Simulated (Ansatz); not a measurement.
**rock-salt TaN (0 0 1) on alpha cristobalite (0 0 1), 2 O on N sites at each interface (film strained to the substrate, started from cuts of the bulks and a machine-learned relaxation)**

A periodic stack without vacuum, rock-salt TaN (0 0 1) on alpha cristobalite (0 0 1), 2 O on N sites at each interface (film strained to the substrate, started from cuts of the bulks and a machine-learned relaxation): substrate slab Si16O32, film N26O4Ta30, surface cells [[-1, 1], [-1, -1]] and [[-3, -1], [-1, -2]], film strained by +2.9 and +2.9 %, outermost planes O/O and NTa/NTa as cut, which need not be the usual terminations and can put a slab off its formula.

The start was prepared with a machine-learned potential, and the result is one local minimum, with the in-plane cell held and forces under 0.04 eV/Å; the film can end far from its bulk form.

Computed with PBE (plane waves to 420 eV, PAW; Ansatz, a program for electronic structure). Spin–orbit coupling is left out; the runs are not spin-polarised; PBE gaps are too small against experiment. Its k-point mesh 4×4×1, Fermi–Dirac width 0.05 eV.

```
Item                                                                                       Result
--------------------------------------------------------------------------------  ---------------
interface area                                                                            51.7 Å²
period                                                                                    28.59 Å
gaps between the outermost planes at the two interfaces                           0.74 and 1.27 Å
Si–Ta contacts across the interfaces within 1.22 times the sum of covalent radii   7, mean 2.87 Å
O–Ta contacts across the interfaces within 1.22 times the sum of covalent radii    5, mean 1.99 Å
```

```yaml
crystal:
  lattice:
    - [7.18809, -0.00078, 0.07897]
    - [-0.00067, 7.18731, 0.13276]
    - [0.60999, 3.81632, 28.67765]
  atoms:
    - { symbol: Si, position: [0.25227, 0.93322, 0.16349] }
    - { symbol: Si, position: [0.79716, 0.42233, 0.18636] }
    - { symbol: Si, position: [0.76976, 0.02118, 0.05618] }
    - { symbol: Si, position: [0.35733, 0.48782, 0.04314] }
    - { symbol: Si, position: [0.54320, 0.68431, 0.11923] }
    - { symbol: Si, position: [0.03036, 0.27441, 0.10621] }
    - { symbol: Si, position: [0.52218, 0.10974, 0.23206] }
    - { symbol: Si, position: [0.03134, 0.67021, 0.24315] }
    - { symbol: O, position: [0.40598, 0.03089, 0.19202] }
    - { symbol: O, position: [0.89462, 0.51175, 0.22786] }
    - { symbol: O, position: [0.34876, 0.77812, 0.13458] }
    - { symbol: O, position: [0.95573, 0.38985, 0.14722] }
    - { symbol: O, position: [0.68476, 0.85231, 0.09626] }
    - { symbol: O, position: [0.14949, 0.42812, 0.06897] }
    - { symbol: O, position: [0.63676, 0.56728, 0.16502] }
    - { symbol: O, position: [0.16002, 0.09761, 0.12668] }
    - { symbol: O, position: [0.39274, 0.27529, 0.02265] }
    - { symbol: O, position: [0.96668, 0.92519, 0.03584] }
    - { symbol: O, position: [0.70694, 0.21919, 0.20794] }
    - { symbol: O, position: [0.09080, 0.82792, 0.19868] }
    - { symbol: O, position: [0.58355, 0.92796, 0.26897] }
    - { symbol: O, position: [0.21643, 0.56855, 0.26606] }
    - { symbol: O, position: [0.50222, 0.53129, 0.08369] }
    - { symbol: O, position: [0.85064, 0.19697, 0.08117] }
    - { symbol: Si, position: [0.19994, 0.78735, 0.42005] }
    - { symbol: Si, position: [0.75496, 0.25936, 0.43432] }
    - { symbol: Si, position: [0.74229, 0.85858, 0.30654] }
    - { symbol: Si, position: [0.29014, 0.37020, 0.29426] }
    - { symbol: Si, position: [0.50301, 0.54509, 0.37139] }
    - { symbol: Si, position: [0.98566, 0.11017, 0.35571] }
    - { symbol: Si, position: [0.47253, 0.97741, 0.48670] }
    - { symbol: Si, position: [0.01511, 0.47714, 0.49404] }
    - { symbol: O, position: [0.31738, 0.91334, 0.45141] }
    - { symbol: O, position: [0.85292, 0.33437, 0.47843] }
    - { symbol: O, position: [0.33032, 0.64993, 0.39355] }
    - { symbol: O, position: [0.91376, 0.23714, 0.39459] }
    - { symbol: O, position: [0.65561, 0.69785, 0.34679] }
    - { symbol: O, position: [0.11640, 0.24274, 0.31786] }
    - { symbol: O, position: [0.59840, 0.41007, 0.41423] }
    - { symbol: O, position: [0.09867, 0.92822, 0.37965] }
    - { symbol: O, position: [0.39727, 0.25476, 0.25753] }
    - { symbol: O, position: [0.92320, 0.77414, 0.28208] }
    - { symbol: O, position: [0.65853, 0.05555, 0.45389] }
    - { symbol: O, position: [0.04218, 0.66257, 0.45301] }
    - { symbol: O, position: [0.54206, 0.76766, 0.51701] }
    - { symbol: O, position: [0.22192, 0.35607, 0.49066] }
    - { symbol: O, position: [0.43195, 0.41525, 0.33388] }
    - { symbol: O, position: [0.80639, 0.04030, 0.32980] }
    - { symbol: N, position: [0.94945, 0.45765, 0.66248] }
    - { symbol: N, position: [0.54426, 0.65085, 0.63519] }
    - { symbol: N, position: [0.72799, 0.04397, 0.66270] }
    - { symbol: N, position: [0.33640, 0.24105, 0.66510] }
    - { symbol: N, position: [0.12961, 0.84570, 0.66571] }
    - { symbol: O, position: [0.87528, 0.80043, 0.59095] }
    - { symbol: O, position: [0.44766, 0.01866, 0.59385] }
    - { symbol: N, position: [0.68330, 0.37347, 0.58467] }
    - { symbol: N, position: [0.22413, 0.61870, 0.58861] }
    - { symbol: N, position: [0.08272, 0.19436, 0.57923] }
    - { symbol: N, position: [0.91589, 0.35204, 0.81250] }
    - { symbol: N, position: [0.54603, 0.54126, 0.82314] }
    - { symbol: N, position: [0.69844, 0.96518, 0.81299] }
    - { symbol: N, position: [0.30489, 0.13506, 0.81432] }
    - { symbol: N, position: [0.13335, 0.74604, 0.81353] }
    - { symbol: N, position: [0.85080, 0.68376, 0.73976] }
    - { symbol: N, position: [0.41463, 0.94438, 0.73823] }
    - { symbol: N, position: [0.62149, 0.26983, 0.74169] }
    - { symbol: N, position: [0.17201, 0.47457, 0.73892] }
    - { symbol: N, position: [0.01640, 0.09245, 0.73734] }
    - { symbol: O, position: [0.96458, 0.22655, 0.95882] }
    - { symbol: O, position: [0.65870, 0.38289, 0.96762] }
    - { symbol: N, position: [0.69811, 0.86446, 0.96719] }
    - { symbol: N, position: [0.30284, 0.03126, 0.97059] }
    - { symbol: N, position: [0.08933, 0.62958, 0.96942] }
    - { symbol: N, position: [0.82178, 0.57242, 0.88919] }
    - { symbol: N, position: [0.42054, 0.80057, 0.88902] }
    - { symbol: N, position: [0.63105, 0.18169, 0.89673] }
    - { symbol: N, position: [0.20138, 0.40883, 0.88742] }
    - { symbol: N, position: [0.03879, 0.99611, 0.89266] }
    - { symbol: Ta, position: [0.80027, 0.73323, 0.66588] }
    - { symbol: Ta, position: [0.44359, 0.91558, 0.66507] }
    - { symbol: Ta, position: [0.62854, 0.35962, 0.66289] }
    - { symbol: Ta, position: [0.26690, 0.54924, 0.66555] }
    - { symbol: Ta, position: [0.04675, 0.15687, 0.65912] }
    - { symbol: Ta, position: [0.97182, 0.45413, 0.58802] }
    - { symbol: Ta, position: [0.49339, 0.58415, 0.56975] }
    - { symbol: Ta, position: [0.79363, 0.10002, 0.59240] }
    - { symbol: Ta, position: [0.33387, 0.21968, 0.54288] }
    - { symbol: Ta, position: [0.14134, 0.90092, 0.59499] }
    - { symbol: Ta, position: [0.82561, 0.67471, 0.81475] }
    - { symbol: Ta, position: [0.43527, 0.82178, 0.81125] }
    - { symbol: Ta, position: [0.59565, 0.25068, 0.81889] }
    - { symbol: Ta, position: [0.24837, 0.45403, 0.81188] }
    - { symbol: Ta, position: [0.00144, 0.03927, 0.81546] }
    - { symbol: Ta, position: [0.89589, 0.38436, 0.73584] }
    - { symbol: Ta, position: [0.55101, 0.57654, 0.74318] }
    - { symbol: Ta, position: [0.72785, 0.96324, 0.73869] }
    - { symbol: Ta, position: [0.33957, 0.23257, 0.73881] }
    - { symbol: Ta, position: [0.17229, 0.76940, 0.73802] }
    - { symbol: Ta, position: [0.81196, 0.60743, 0.96026] }
    - { symbol: Ta, position: [0.36245, 0.74387, 0.96343] }
    - { symbol: Ta, position: [0.56914, 0.12064, 0.97824] }
    - { symbol: Ta, position: [0.22417, 0.33247, 0.96436] }
    - { symbol: Ta, position: [0.02455, 0.93591, 0.97118] }
    - { symbol: Ta, position: [0.91426, 0.26530, 0.88554] }
    - { symbol: Ta, position: [0.51539, 0.47311, 0.90115] }
    - { symbol: Ta, position: [0.72708, 0.89019, 0.88994] }
    - { symbol: Ta, position: [0.32781, 0.11604, 0.89127] }
    - { symbol: Ta, position: [0.10925, 0.70828, 0.89081] }
```
